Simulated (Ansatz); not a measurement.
**Ti: biaxial strain +2.00 %, plane normal [001], relaxed out of plane**

Base system: Ti in the hcp (Mg type) structure (space group P6_3/mmc, No. 194; a = 2.936 Å, c = 4.640 Å; relaxed with 0.1 eV smearing). Axes: x lies along a and z along c of the hexagonal cell.

Perturbation: tensile biaxial strain of 2.00 % in the plane normal to [001], as in epitaxy on a mismatched substrate; the out-of-plane cell vector and the atoms relax.

Method: Ansatz (a first-principles code) r2SCAN, spin-orbit coupling left out. k-mesh 23×23×13 (Γ-centred); smearing 0.1 eV (Fermi–Dirac).

| quantity | base | changed | shift |
|---|---|---|---|
| volume per atom | 17.32 Å³ | 17.75 Å³ | +0.43 Å³ |
| shortest interatomic distance | 2.874 Å | 2.865 Å | -0.0081 Å |
| pressure (mean of the normal stresses, compression positive) | 0.0 GPa | -2.7 GPa | -2.7 GPa |
| band gap | zero | zero | – |
| out-of-plane strain | – | -1.52 % | – |

Cost of the whole job for the changed cell (relaxation, final SCF and bands): very roughly 2.1 core-minutes.

Stability against distortions was not tested. All final runs are without spin polarisation.
